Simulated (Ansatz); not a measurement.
## How a calculation on Mo2Ir (P6_3/mmc, 12 atoms in the cell) responds to its settings

```yaml
crystal:
  lattice:
    - [5.45933, 0.00000, 0.00000]
    - [-2.72967, 4.72792, 0.00000]
    - [0.00000, 0.00000, 8.95360]
  atoms:
    - { symbol: Ir, position: [0.33333, 0.66667, 0.06286] }
    - { symbol: Ir, position: [0.66667, 0.33333, 0.56286] }
    - { symbol: Ir, position: [0.66667, 0.33333, 0.93714] }
    - { symbol: Ir, position: [0.33333, 0.66667, 0.43714] }
    - { symbol: Mo, position: [0.00000, 0.00000, 0.00000] }
    - { symbol: Mo, position: [0.00000, 0.00000, 0.50000] }
    - { symbol: Mo, position: [0.83049, 0.16951, 0.25000] }
    - { symbol: Mo, position: [0.66097, 0.83049, 0.75000] }
    - { symbol: Mo, position: [0.83049, 0.66097, 0.25000] }
    - { symbol: Mo, position: [0.16951, 0.83049, 0.75000] }
    - { symbol: Mo, position: [0.33903, 0.16951, 0.25000] }
    - { symbol: Mo, position: [0.16951, 0.33903, 0.75000] }
```

Base run A: PBE in Ansatz (an electronic-structure program), self-consistent single point.

Its settings: basis.ecutwfc = 30.9 Ry; kpoints.mp_grid.grid = 6 6 3; hamiltonian.xc = pbe; hamiltonian.pseudopotentials = {kind: paw} (the program's default PAW files); scf.occupations.method = methfessel_paxton; scf.occupations.width = 0.02 Ry.

The starting cell was generated: these elements placed on a structure prototype, without a prior relaxation; it need not be a known phase or ordering of this composition. Spin polarisation is off. In the base run, with a pressure of about -32 GPa the cell is away from its equilibrium volume at this level. Ansatz's pressure includes its estimate of the finite-basis (Pulay) stress.

ΔF is the free energy per atom less that of run A. 

| run | kpoints.mp_grid.grid, scf.occupations.width | ΔF (meV/atom) | pressure (GPa) | largest force (eV/Å) | TS (meV/atom) | k-points |
|---|---|---|---|---|---|---|
| A | 6 6 3, 0.02 Ry | 0.00 | -32.28 | 0.050 | -0.4 | 14 |
| B | 4 4 2, 0.0022 Ry | 8.5 | -32.20 | 0.196 | 0.7 | 8 |
| C | 4 4 2, 0.0073 Ry | 7.4 | -32.21 | 0.202 | 1.0 | 8 |
| D | 4 4 2, 0.022 Ry | 5.3 | -32.19 | 0.149 | 5.0 | 8 |
| E | 5 5 3, 0.0022 Ry | -3.5 | -32.26 | 0.091 | 0.2 | 10 |
| F | 5 5 3, 0.0073 Ry | -3.9 | -32.29 | 0.063 | 0.5 | 10 |
| G | 5 5 3, 0.022 Ry | -3.7 | -32.38 | 0.038 | -3.8 | 10 |
| H | 6 6 3, 0.0022 Ry | 0.19 | -32.26 | 0.053 | 0.2 | 14 |
| I | 7 7 4, 0.0022 Ry | -0.60 | -32.33 | 0.077 | 0.0 | 24 |
| J | 7 7 4, 0.0073 Ry | -0.89 | -32.31 | 0.057 | 0.4 | 24 |
| K | 7 7 4, 0.022 Ry | -1.03 | -32.33 | 0.021 | -1.7 | 24 |

Run G against A: The free energy falls by 3.7 meV/atom, the pressure hardly changes (-32.28 to -32.38 GPa) and the largest force goes from 0.050 to 0.038 eV/Å.

Run J against A: The free energy is nearly the same (within 1 meV/atom), the pressure hardly changes (-32.28 to -32.31 GPa) and the largest force goes from 0.050 to 0.057 eV/Å.

Keys are those of Ansatz 0.2.
